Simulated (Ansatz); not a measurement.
**Convergence study of the plane-wave cutoff for Bi (Im-3m, 1 atom in the cell)**

```yaml
crystal:
  lattice:
    - [-1.98737, 1.98737, 1.98737]
    - [1.98737, -1.98737, 1.98737]
    - [1.98737, 1.98737, -1.98737]
  atoms:
    - { symbol: Bi, position: [0.00000, 0.00000, 0.00000] }
```

Method of the run: PBEsol, default PAW files made with PBE (plane waves; Ansatz, a program for electronic structure).

Base settings: basis.ecutwfc = 420 eV; kpoints.mp_grid.grid = 12 12 12; hamiltonian.xc = pbesol; hamiltonian.pseudopotentials = {kind: paw} (the program's default PAW files); scf.occupations.method = gaussian; scf.occupations.width = 0.1 eV.

The second cell is the first with its lattice scaled by 0.98.

The mesh stays at the base's, so the ladder's end is converged at best in this setting alone.

The first pressure column holds Ansatz's estimate of the finite-basis (Pulay) stress, which hides part of the cutoff error; the other is without it.

Only quantities that move along the ladder and can be compared are tabulated.

The count of work is k-points × plane waves × bands × iterations; it is no time. 

The starting cell comes from a database of computed structures (which also holds hypothetical and non-ambient phases and stackings), without a prior relaxation at this level. Its lattice was rescaled by up to half a per cent.

| basis.ecutwfc | free energy less the last step's (meV/atom) | energy of the compressed cell less the first (meV/atom) | pressure (GPa) | pressure without the Pulay estimate (GPa) | count of work / last |
|---|---|---|---|---|---|
| 145 eV | 83282.62 | -997.98 | -20.37 | -1606.33 | 0.068 |
| 170 eV | 30644.56 | 136.65 | 1.59 | -718.28 | 0.061 |
| 190 eV | 13497.43 | -64.03 | -0.85 | -360.59 | 0.076 |
| 210 eV | 5818.06 | 2.92 | -2.01 | -177.15 | 0.097 |
| 230 eV | 2504.83 | -5.17 | -3.41 | -87.18 | 0.11 |
| 250 eV | 1051.23 | -21.95 | -2.78 | -42.81 | 0.14 |
| 295 eV | 116.28 | -11.03 | -2.56 | -8.83 | 0.16 |
| 335 eV | 11.24 | -12.30 | -2.64 | -3.39 | 0.22 |
| 380 eV | 2.27 | -12.71 | -2.65 | -2.69 | 0.23 |
| 420 eV | 1.51 | -12.72 | -2.66 | -2.68 | 0.27 |
| 460 eV | 0.73 | -12.75 | -2.66 | -2.68 | 0.30 |
| 505 eV | 0.37 | -12.78 | -2.66 | -2.66 | 0.34 |
| 565 eV | 0.27 | -12.77 | -2.66 | -2.66 | 0.41 |
| 630 eV | 0.18 | -12.77 | -2.66 | -2.66 | 0.50 |
| 735 eV | 0.14 | -12.78 | -2.66 | -2.66 | 0.62 |
| 840 eV | 0.06 | -12.78 | -2.66 | -2.66 | 0.75 |
| 1010 eV | 0.00 | -12.78 | -2.66 | -2.66 | 1.0 |

Coarsest basis.ecutwfc that holds the pressure within 0.2 GPa of the last step, with all finer ones: 250 eV, at 0.14 of the last step's count of work; the step before is off by 0.75 GPa.

Coarsest basis.ecutwfc that holds the free energy within 2 meV/atom of the last step, with all finer ones: 420 eV, at 0.27 of the last step's count of work; the step before is off by 2.3 meV/atom.

Coarsest basis.ecutwfc that holds the energy of the compressed cell less the first within 0.2 meV/atom of the last step, with all finer ones: 380 eV, at 0.23 of the last step's count of work; the step before is off by 0.48 meV/atom.

The energy difference between the two cells stays within 1 meV/atom of the last step's from 335 eV on, the total only from 460 eV on: much of the error is common to both cells and cancels.

At the lowest cutoff the pressure without the Pulay estimate lies 1600 GPa under the last step's, the usual sign of Pulay stress in an incomplete plane-wave basis.

Keys are those of Ansatz 0.2.
